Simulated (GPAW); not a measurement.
Band structure of RbBH4 (F-43m, 6 atoms in the cell).

```xyz
6
Lattice="0.0000 3.4532 3.4532 3.4532 0.0000 3.4532 3.4532 3.4532 0.0000" Properties=species:S:1:pos:R:3 pbc="T T T"
Rb     0.0000     0.0000     0.0000
B      3.4532     3.4532     3.4532
H      4.1606     4.1606     4.1606
H      4.1606     2.7459     2.7459
H      2.7459     2.7459     4.1606
H      2.7459     4.1606     2.7459
```

Method: PBEsol, GPAW PAW datasets PBEsol (made by gpaw-setup) (plane waves; GPAW).

Settings: mode = pw; ecut = 950 eV; xc = PBEsol; kpts = 6 6 6; mesh shift (steps) = 0 0 0; occupations.name = fermi-dirac; occupations.width = 0 eV; nbands = -4; convergence.forces = 0.001 eV/Å; convergence.bands = -2; symmetry.symmorphic = false; symmetry.tolerance = 0.0005; maxiter = 120; bandpath_npoints = 40.

The starting cell comes from a database of computed structures (which also holds hypothetical and non-ambient phases and stackings), without a prior relaxation at this level.

### Question
Predict the gap along the standard path and the places of the band edges.

### Answer
The gap along the path is 5.90 eV, from Γ to X; the smallest direct gap on it is 6.01 eV.

Levels in eV from the top of the valence band on the SCF mesh, bands 5 to 12:
| point | 5 | 6 | 7 | 8 | 9 | 10 | 11 | 12 |
|---|---|---|---|---|---|---|---|---|
| Γ | -5.71 | 0.00 | 0.00 | 0.00 | 6.16 | 7.51 | 7.51 | 7.51 |
| X | -5.33 | -0.75 | -0.11 | -0.11 | 5.90 | 8.25 | 9.73 | 10.23 |
| W | -5.16 | -0.75 | -0.39 | -0.16 | 7.18 | 7.58 | 8.93 | 10.23 |
| K | -5.18 | -0.79 | -0.29 | -0.19 | 6.64 | 8.40 | 9.01 | 10.11 |
| L | -4.96 | -1.11 | -0.26 | -0.26 | 7.19 | 8.34 | 9.70 | 9.70 |
| U | -5.18 | -0.79 | -0.29 | -0.19 | 6.64 | 8.40 | 9.01 | 10.11 |
